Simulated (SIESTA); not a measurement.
A user runs SIESTA on Cd8Au5 (I-43m, 26 atoms in the cell) and asks whether the run is sound. The aim is a self-consistent single point with DFT, LDA PW92, numerical atomic orbitals DZP, PseudoDojo LDA standard norm-conserving potentials (rewritten from UPF to PSML).

Cell that was meant: a = 8.7832 Å, b = 8.7832 Å, c = 8.7832 Å, α = 109.47°, β = 109.47°, γ = 109.47°.

Part of the input:

```
    0   0   3  0.0
%endblock kgrid.MonkhorstPack
OccupationFunction           FD
ElectronicTemperature        23209.04 K

MaxSCFIterations             150
SCF.Mixer.Method             Broyden
```

Output, abridged:

```
reinit: Reading from file input.fdf

reinit: System Name: Cd8Au5
reinit: System Label: siesta

   [... lines left out ...]
        5.071001   -5.071001    5.071001
        5.071001    5.071001   -5.071001

outcell: Cell vector modules (Ang)   :    8.783231    8.783231    8.783231
outcell: Cell angles (23,13,12) (deg):    109.4712    109.4712    109.4712
outcell: Cell volume (Ang**3)        :    521.6042
new_DM -- step:     1
Initializing Density Matrix...

Attempting to read DM from file... Failed...
DM filled with atomic data:

InitMesh: MESH = 90 x 90 x 90 = 729000
InitMesh: Mesh cutoff (required, used) =   400.000   435.281 Ry

stepf: Fermi-Dirac step function
        iscf     Eharris(eV)        E_KS(eV)     FreeEng(eV)     dDmax    Ef(eV) dHmax(eV)
   scf:    1  -115656.149135  -116140.487685  -116340.080048  3.537619  0.588417 24.666159
   scf:    2  -116331.013428  -116245.571083  -116435.569712  0.513271 -0.075626 14.450795
   scf:    3  -116368.753032  -116318.149598  -116491.287489  0.485882 -0.915991  5.320625
   scf:    4  -116359.871214  -116342.388811  -116502.098358  0.339349 -1.481029  1.244121
   scf:    5  -116339.521530  -116341.466641  -116502.627218  0.097338 -1.446741  0.709212
   [... lines left out ...]
   scf:   10  -116341.868520  -116342.008126  -116502.775759  0.003642 -1.507747  0.126655
   scf:   11  -116341.767467  -116341.889469  -116502.780091  0.005771 -1.506123  0.002010
   scf:   12  -116341.890150  -116341.889810  -116502.780096  0.000214 -1.506404  0.001869
   scf:   13  -116341.890314  -116341.890062  -116502.780099  0.000177 -1.506645  0.000905
   scf:   14  -116341.890480  -116341.890271  -116502.780100  0.000108 -1.506781  0.000241
   scf:   15  -116341.890530  -116341.890401  -116502.780100  0.000033 -1.506812  0.000137
SCF Convergence by DM+H criterion
max |DM_out - DM_in|         :     0.0000325273
max |H_out - H_in|      (eV) :     0.0001365771
SCF cycle converged after 15 iterations

Using DM_out to compute the final energy and forces

siesta: E_KS(eV) =          -116341.8904

siesta: E_KS - E_eggbox =   -116341.8904

siesta: Atomic forces (eV/Ang):
     1   -0.014521    0.014521    0.014521
     2    0.014521    0.014521   -0.014521
     3    0.014521   -0.014521    0.014521
   [... 23 lines left out ...]
   Tot   -0.000000   -0.000000   -0.000000
   Max    0.159148
   Res    0.064681    sqrt( Sum f_i^2 / 3N )
   Max    0.159148    constrained

Stress tensor Voigt[x,y,z,yz,xz,xy] (kbar):      -83.81      -83.81      -83.81       -0.00       -0.00       -0.00
   [... lines left out ...]
siesta: FreeEng =   -116502.780100
   [... lines left out ...]
siesta:    -0.000000   -0.052310   -0.000000
siesta:    -0.000000   -0.000000   -0.052310

siesta: Cell volume =        521.604200 Ang**3

siesta: Pressure (static):
siesta:                Solid            Molecule  Units
siesta:           0.00056973          0.00056318  Ry/Bohr**3
siesta:           0.05230981          0.05170836  eV/Ang**3
siesta:          83.80955276         82.84593175  kBar
```

Q: Is anything amiss in this input, and did it matter?

A: The run is not sound. The fault is a smearing width that is far too large. A width of many tenths of an electronvolt moves electrons far across the Fermi level or the gap, and the free energy and its derivatives carry a large smearing term. To fix it, use a width small against the gap or band features. The run converged in 15 iterations without an error; against the sound input the free energy goes down by 2.63 eV/atom, the pressure goes from -15.81 to 8.38 GPa and the largest force goes from 0.184 to 0.159 eV/Å.

An input that runs soundly differs in these lines (not the only fix; some lines may just follow from the change or write a value another way):
```diff
-ElectronicTemperature        23209.04 K
+ElectronicTemperature        1160.45 K
```

With that input, the run converged in 13 iterations: free energy E − TS -116434.4320 eV; Fermi level (on the code's own zero) -2.16 eV; pressure -15.81 GPa; largest force (vector length) 0.184 eV/Å (DFT, LDA PW92, numerical atomic orbitals DZP, PseudoDojo LDA standard norm-conserving potentials (rewritten from UPF to PSML)).

On the sound input: the starting cell comes from a database of computed structures (which also holds hypothetical and non-ambient phases and stackings), without a prior relaxation at this level. Its lattice was rescaled by a random factor within 2.5 % of one. Values carry the incompleteness of an atom-centred basis. With a pressure of about -16 GPa the cell is away from its equilibrium volume at this level.
